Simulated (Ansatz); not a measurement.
Consider CdTe in the zinc blende structure (space group F-43m, No. 216; a = 6.4086 Å). Axes: x, y, z lie along the cube axes.

Method: Kohn–Sham DFT with the LDA functional, run in Ansatz (a program for electronic structure) with PAW and 420 eV plane waves, no spin-orbit coupling.

It is then changed as follows: the cell is stretched by 2.00 % along z with no lateral relaxation; the atoms relax in the strained cell.

Predict the stress tensor and what it implies for the stiffness.

Stress of the strained cell less that of the base (GPa, compression positive):
```
  -0.75    0.00    0.00
   0.00   -0.75    0.00
   0.00    0.00   -1.14
```

Then −Δσ_ii/ε with ε = 0.0200 gives secant stiffness values (nonlinear terms included at this strain): C33 ≈ 57 GPa, C13 ≈ 37 GPa and C23 ≈ 37 GPa.

Whether these cells are dynamically stable was not tested.
